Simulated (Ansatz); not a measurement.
ZnO under load (space group P6_3mc): band-edge transport data

Consider the following.

```
ZnO
1.0
    3.21555     0.00000     0.00000
   -1.60777     2.78475     0.00000
    0.00000     0.00000     5.19131
Zn O
2 2
Direct
  0.66667   0.33333   0.50071
  0.33333   0.66667   0.00071
  0.66667   0.33333   0.87960
  0.33333   0.66667   0.37960
```

Computed with PBEsol with spin-orbit coupling, rigid bands (plane waves, PAW; Ansatz, an electronic-structure program). Condition of this run: hydrostatic pressure 2 GPa (the target of the relaxation). How the cell was made: cell and atoms relaxed with PBEsol, then loaded as said.

The band gap is 0.70 eV and the electron conductivity mass (300 K, dilute) is 0.156 mₑ. The hole conductivity mass (300 K, dilute) is 1.83 (x), 1.83 (y), 2.8 (z) mₑ, the effective density of states N_c (300 K) is 1.4e18 cm⁻³ and the effective density of states N_v (300 K) is 7.3e19 cm⁻³. The density-of-states mass, electrons comes out as 0.148 mₑ and the density-of-states mass, holes is 2.0 mₑ. The Seebeck coefficient, n-type 1e19 cm⁻³, 300 K comes out as -93 μV/K and the best n-type power factor at 300 K for τ = 10 fs (best axis; densities from 1e16 to 1e21 cm⁻³ tried, whether or not they can be reached) is 1.43 μW/(cm·K²) at 3e18 cm⁻³. The Seebeck coefficient, p-type 1e19 cm⁻³, 300 K is 432 μV/K.

Rigid bands; masses and Seebeck coefficients take one relaxation time τ for all states and one kind of carrier; polarons and phonon drag are left out.
